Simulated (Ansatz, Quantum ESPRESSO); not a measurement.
**One structure in several programs: YbB2Ru3 (P6/mmm, 6 atoms in the cell)**

Self-consistent single point.

```
CELL_PARAMETERS angstrom
      5.58893     0.00000     0.00000
     -2.79447     4.84016     0.00000
      0.00000     0.00000     2.96200
ATOMIC_POSITIONS crystal
  Yb 0.00000 0.00000 0.00000
  B  0.66667 0.33333 0.00000
  B  0.33333 0.66667 0.00000
  Ru 0.00000 0.50000 0.50000
  Ru 0.50000 0.00000 0.50000
  Ru 0.50000 0.50000 0.50000
```

All programs got the same cell, k-point mesh and kind of occupations (in Ansatz's words: kpoints.mp_grid.grid = 6 6 9; scf.occupations.method = fermi_dirac; scf.occupations.width = 0.1 eV); potentials, basis and cutoffs are each program's usual ones.

```
code                                                             model  pressure (GPa)  cutoff
----------------  ----------------------------------------------------  --------------  ------
Quantum ESPRESSO  PBEsol, SSSP 1.1.2 efficiency (PBE) pseudopotentials           -9.89   60 Ry
Ansatz                                 PBEsol, PAW files made with PBE           -9.41  420 eV
```

The spread over the programs that give each value: pressure within 0.48 GPa.

The starting cell comes from a database of computed structures (which also holds hypothetical and non-ambient phases and stackings), without a prior relaxation at this level. Its lattice was rescaled by a random factor within 2.5 % of one. On Ansatz's run: Spin-orbit coupling is off. Spin polarisation is off. With a pressure of about -9 GPa the cell is away from its equilibrium volume at this level.

Why do the programs differ, and what cannot be compared?

Differences of this kind can come from the potentials, where these differ, and from what each basis and cutoff leave unconverged. The zero of total energies and Fermi levels follows the potentials and each program's conventions, so they are not compared here. Ansatz's pressure is given at a fixed set of plane waves, as the other plane-wave codes print theirs; with its correction for the finite basis it is -9.22 GPa.

Left out of this page: Elk (stopped by limits of time or memory); FLEUR (not drawn, or without a comparable value).

Ansatz is a program for electronic structure.

Keys are those of Ansatz 0.2.
